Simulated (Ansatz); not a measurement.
**Competing hops of Ta-vacancy pair in fcc Al, neutral cell**

Defect migration in fcc Al: Ta-vacancy pair (Ta on one host Al site, one Al site vacant), neutral cell. Computed with PBE, PAW (plane waves to 420 eV; Ansatz, a quantum-chemistry and plane-wave program).

Cell of 32 host sites held at the relaxed PBE lattice; a 3×3×3 k-point mesh shifted by half a step; Fermi-Dirac width 0.10 eV, spin-restricted; finite-size errors left in. Energies are static. Spin-orbit coupling is left out. Forms of the defect that were not tried may lie lower.

Barriers: single points on a 5×5×5 k-point mesh shifted by half a step at the bands' geometries (they differ from the bands' own by up to 0.11 eV, and are uncertain by about as much).

| Route | Start site over the lowest site run (eV) | Hop (Å) | Forward barrier (eV) | Backward barrier (eV) | Neighbours at the start | Neighbours at the saddle | Saddle order | Forward, on the band's own sampling (eV) |
|---|---|---|---|---|---|---|---|---|
| a nearby Al atom hops onto the vacant site (Ta-vacancy distance between ideal sites 2.86 → 4.04 Å) | 0.44 | 2.73 | 0.34 | 0.78 | Al at 2.79, Al at 2.80, 2 Al at 2.82, Al at 2.85, 3 Al at 2.87, 2 Al at 2.89, Al at 2.93 Å | 2 Al at 2.60, 2 Al at 2.65, Al at 3.00, Al at 3.18, Al at 3.27; Ta at 3.16 Å | not checked, on a symmetry element | 0.37 |
| direct exchange of Ta with the vacancy (Ta-vacancy distance between ideal sites 2.86 Å throughout) | 0.44 | 3.02 | 1.67 | 1.67 | Al at 2.79, 4 Al at 2.81, 6 Al at 2.83 Å | 4 Al at 2.68, 4 Al at 3.03 Å | not checked, on a symmetry element | 1.78 |

Paths come from climbing-image nudged elastic band runs. Of the routes that converged and passed our checks, the lowest saddle point lies 0.78 eV above the lowest of the sites run (a nearby Al atom hops onto the vacant site (Ta-vacancy distance between ideal sites 2.86 → 4.04 Å)); other sites, such as split forms, and other routes may lie lower. A band can be held on a symmetry element, so unchecked saddle points there may be too high.
